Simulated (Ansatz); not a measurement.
InP under load (space group F-43m), PBE with spin-orbit coupling, rigid bands (Ansatz, a first-principles code). Condition of this run: hydrostatic pressure of 6 GPa (compression positive) (the target of the relaxation). Band gap 1.05 eV, N_c = 6.43e17 cm⁻³ and N_v = 2.14e19 cm⁻³ at 300 K, conductivity masses of 0.0926 mₑ (electrons) and 0.522 mₑ (holes). Take k_BT = 0.02585 eV.

**Question.** Find the intrinsic carrier density and the intrinsic Fermi level.

**Answer.** n_i = √(N_c N_v) exp(−E_g/2k_BT) = 3.71e18 × exp(−20.31) = 5.6e9 cm⁻³. The level lies (k_BT/2) ln(N_v/N_c) = 45 meV from mid-gap (positive towards the conduction band). Each 0.1 eV added to the gap lowers n_i by a factor of 6.9.

**Question.** What built-in voltage has an abrupt junction with N_A = 1e16 and N_D = 1e17 cm⁻³, all dopants ionised?

**Answer.** V_bi = E_g/e − (k_BT/e) ln(N_c N_v/(N_A N_D)) = 1.05 − 0.02585 × 9.53 = 0.80 V, for the computed gap.

**Question.** What thermal injection velocity √(2k_BT/πm) limits a ballistic channel?

**Answer.** 1.77e7 cm/s for electrons and 7.45e6 cm/s for holes, a ratio of √(m_h/m_e) = 2.37, for dilute carriers.

Rigid bands with the computed gap; masses take one relaxation time for all states. Geometry: cell and atoms relaxed with PBEsol.
